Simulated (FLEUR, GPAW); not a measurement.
A FLEUR input for a self-consistent single point of Nb3Sn (Pm-3n, 8 atoms in the cell) (DFT, PBE, all-electron FLAPW (FLEUR), scalar-relativistic valence):

Input of the input generator:

```
Nb3Sn FLAPW
&input film=f /
5.1982400000 0.0000000000 0.0000000000
0.0000000000 5.1982400000 0.0000000000
0.0000000000 0.0000000000 5.1982400000
1.8897261246
1.0 1.0 1.0

8
41 0.2500000000 0.0000000000 0.5000000000
41 0.7500000000 0.0000000000 0.5000000000
41 0.5000000000 0.7500000000 0.0000000000
41 0.5000000000 0.2500000000 0.0000000000
41 0.0000000000 0.5000000000 0.7500000000
41 0.0000000000 0.5000000000 0.2500000000
50 0.0000000000 0.0000000000 0.0000000000
50 0.5000000000 0.5000000000 0.5000000000

&comp jspins=1 /
&kpt div1=5 div2=5 div3=5 /
&end /
```

```xml
<?xml version="1.0" encoding="UTF-8" standalone="no"?>
<fleurInput fleurInputVersion="0.39">
   <comment>
      Nb3Sn FLAPW                                                                                         
   </comment>
   <calculationSetup>
      <cutoffs Kmax="4.4" Gmax="17.6" GmaxXC="17.6" numbands="0"/>
      <scfLoop itmax="100" minDistance="0.00001" maxIterBroyd="15" imix="Anderson" alpha="0.05" precondParam="0.0" spinf="2.0"/>
      <coreElectrons ctail="T" frcor="F" kcrel="0" coretail_lmax="0"/>
      <xcFunctional name="pbe" relativisticCorrections="F"/>
      <magnetism jspins="1"/>
      <soc l_soc="F" theta="0.0" phi="0.0" spav="F"/>
      <expertModes spex="0" secvar="F"/>
      <geometryOptimization l_f="T" forcealpha="1.0" forcemix="BFGS" epsdisp="0.00001" epsforce="0.00001"/>
      <ldaU l_linMix="F" mixParam="0.05" spinf="1.0"/>
   </calculationSetup>
   <cell>
      <bzIntegration valenceElectrons="106.0" mode="hist" fermiSmearingEnergy="0.00367493">
         <kPointListSelection listName="default-1"/>
         <!-- k-points included here -->
         <xi:include xmlns:xi="http://www.w3.org/2001/XInclude" href="kpts.xml"> </xi:include>
      </bzIntegration>
      <!-- symmetry operations included here -->
      <xi:include xmlns:xi="http://www.w3.org/2001/XInclude" href="sym.xml"> </xi:include>
      <bulkLattice scale="1.0">
         <bravaisMatrix>
            <row-1>    9.8232499299407046     0.0000000000000000     0.0000000000000000</row-1>
            <row-2>    0.0000000000000000     9.8232499299407046     0.0000000000000000</row-2>
            <row-3>    0.0000000000000000     0.0000000000000000     9.8232499299407046</row-3>
         </bravaisMatrix>
      </bulkLattice>
   </cell>
   <atomSpecies>
      <species name="Niobium (Nb)" element="Nb" atomicNumber="41">
         <mtSphere radius="2.29" gridPoints="807" logIncrement="0.016"/>
         <atomicCutoffs lmax="10" lnonsphr="8"/>
         <electronConfig flipSpins="F">
            <coreConfig>(1s1/2) (2s1/2) (2p1/2) (2p3/2) (3s1/2) (3p1/2) (3p3/2) (3d3/2) (3d5/2)</coreConfig>
            <valenceConfig>(4s1/2) (4p1/2) (4p3/2) (5s1/2) (4d3/2) (4d5/2)</valenceConfig>
            <stateOccupation state="(5s1/2)" spinUp="0.5" spinDown="0.5"/>
            <stateOccupation state="(4d3/2)" spinUp="0.8" spinDown="0.8"/>
            <stateOccupation state="(4d5/2)" spinUp="1.2" spinDown="1.2"/>
         </electronConfig>
         <energyParameters s="5" p="5" d="4" f="4"/>
         <lo type="SCLO" l="0" n="4" eDeriv="0"/>
         <lo type="SCLO" l="1" n="4" eDeriv="0"/>
      </species>
      <species name="Tin (Sn)" element="Sn" atomicNumber="50">
         <mtSphere radius="2.63" gridPoints="925" logIncrement="0.014"/>
         <atomicCutoffs lmax="10" lnonsphr="8"/>
         <electronConfig flipSpins="F">
            <coreConfig>(1s1/2) (2s1/2) (2p1/2) (2p3/2) (3s1/2) (3p1/2) (3p3/2) (4s1/2) (3d3/2) (3d5/2) (4p1/2) (4p3/2)</coreConfig>
            <valenceConfig>(5s1/2) (4d3/2) (4d5/2) (5p1/2) (5p3/2)</valenceConfig>
            <stateOccupation state="(5p1/2)" spinUp="0.3333333333333" spinDown="0.3333333333333"/>
            <stateOccupation state="(5p3/2)" spinUp="0.6666666666667" spinDown="0.6666666666667"/>
         </electronConfig>
         <energyParameters s="5" p="5" d="5" f="4"/>
         <lo type="SCLO" l="2" n="4" eDeriv="0"/>
      </species>
   </atomSpecies>
   <atomGroups>
      <atomGroup species="Niobium (Nb)">
         <relPos label="                   1">1.000/4.000 .0000000000 1.000/2.000</relPos>
         <relPos label="                   2">-1.000/4.000 .0000000000 1.000/2.000</relPos>
         <relPos label="                   3">1.000/2.000 -1.000/4.000 .0000000000</relPos>
         <relPos label="                   4">1.000/2.000 1.000/4.000 .0000000000</relPos>
         <relPos label="                   5">.0000000000 1.000/2.000 -1.000/4.000</relPos>
         <relPos label="                   6">.0000000000 1.000/2.000 1.000/4.000</relPos>
         <force calculate="T" relaxXYZ="TTT"/>
      </atomGroup>
      <atomGroup species="Tin (Sn)">
         <relPos label="                   7">.0000000000 .0000000000 .0000000000</relPos>
         <relPos label="                   8">1.000/2.000 1.000/2.000 1.000/2.000</relPos>
         <force calculate="T" relaxXYZ="TTT"/>
      </atomGroup>
   </atomGroups>
   <output dos="F" band="F" slice="F">
      <checks vchk="F" cdinf="F"/>
      <bandDOS minEnergy="-.5*Htr" maxEnergy="0.5*Htr" sigma="0.015" storeEVData="T"/>
      <vacuumDOS vacdos="F" integ="F" star="F" nstars="0" locx1="0.0" locy1="0.0" locx2="0.0" locy2="0.0" nstm="0" tworkf="0.0"/>
      <unfoldingBand unfoldBand="F" supercellX="1" supercellY="1" supercellZ="1"/>
      <plotting iplot="0" polar="F">
         <plot TwoD="T" vec1="  1.0  0.0  0.0" vec2="  0.0  1.0  0.0" vec3="  0.0  0.0  1.0" zero="  0.0  0.0  0.0" file="plot"/>
      </plotting>
      <chargeDensitySlicing numkpt="0" minEigenval="0.0" maxEigenval="0.0" nnne="0" pallst="F"/>
      <specialOutput eonly="F"/>
      <magneticCircularDichroism mcd="F" energyLo="-10.0" energyUp="0.0"/>
   </output>
  <!-- We include the file relax.xml here to enable relaxations (see documentation) -->
  <xi:include xmlns:xi="http://www.w3.org/2001/XInclude" href="relax.xml"> <xi:fallback/> </xi:include>
</fleurInput>
```

Q: Translate this input to GPAW.

A: This is the input that was run; spellings and numerical settings could be chosen otherwise.

```python
from ase import Atoms
from ase.units import GPa
from gpaw import GPAW, PW, FermiDirac

atoms = Atoms(['Nb', 'Nb', 'Nb', 'Nb', 'Nb', 'Nb', 'Sn', 'Sn'],
              cell=[[5.198240, 0.000000, 0.000000],
                    [0.000000, 5.198240, 0.000000],
                    [0.000000, 0.000000, 5.198240]],
              scaled_positions=[[0.250000, 0.000000, 0.500000],
                                [0.750000, 0.000000, 0.500000],
                                [0.500000, 0.750000, 0.000000],
                                [0.500000, 0.250000, 0.000000],
                                [0.000000, 0.500000, 0.750000],
                                [0.000000, 0.500000, 0.250000],
                                [0.000000, 0.000000, 0.000000],
                                [0.500000, 0.500000, 0.500000]],
              pbc=True)

calc = GPAW(mode=PW(600),
            xc='PBE',
            kpts=(5, 5, 5),
            occupations=FermiDirac(0.1),
            nbands=-12,
            convergence={'forces': 0.001},
            symmetry={'symmorphic': False, 'tolerance': 0.0005},
            maxiter=100)

atoms.calc = calc

energy = atoms.get_potential_energy()
print('Energy (eV):', round(energy, 6))
forces = atoms.get_forces()
print('Forces (eV/Ang):')
print(forces.round(5))
stress = atoms.get_stress()
print('Stress (GPa, Voigt):', (stress / GPa).round(4))
```

Basis settings and potentials, where a program has them, do not carry over. This input uses DFT PBE, plane waves, GPAW PAW datasets PBE (gpaw-data 1.0.1).

The starting cell comes from a database of computed structures (which also holds hypothetical and non-ambient phases and stackings), without a prior relaxation at this level. Its lattice was rescaled by a random factor within 2.5 % of one. For this run, on top of that: lattice scaled by 0.98.
